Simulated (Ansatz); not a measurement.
Consider CdSe in the zinc blende structure (space group F-43m, No. 216; a = 6.1332 Å).

Computed with Kohn–Sham DFT with the r2SCAN functional, run in Ansatz (a first-principles code) with PAW and 500 eV plane waves, without spin-orbit coupling.

Base values:

| Quantity | Result |
|---|---|
| Width of the top valence band | 2.12 eV |
| Gap character | direct at Γ |

Perturbation: an isotropic linear strain of +2.50 %, atoms relaxed at fixed cell.

Question: Predict the new width of the top valence band, gap character, mean gap deformation potential ΔEg/Δln V and energy relative to the base.

Answer: The width of the top valence band falls by 0.29 eV (2.12 eV → 1.83 eV); the gap character remains direct at Γ; the mean gap deformation potential ΔEg/Δln V comes out as -2.3 eV; the energy goes up by 24 meV/atom.

Gaps are Kohn–Sham eigenvalue differences; semilocal functionals usually give less than the measured gap. Stability against distortions was not tested.
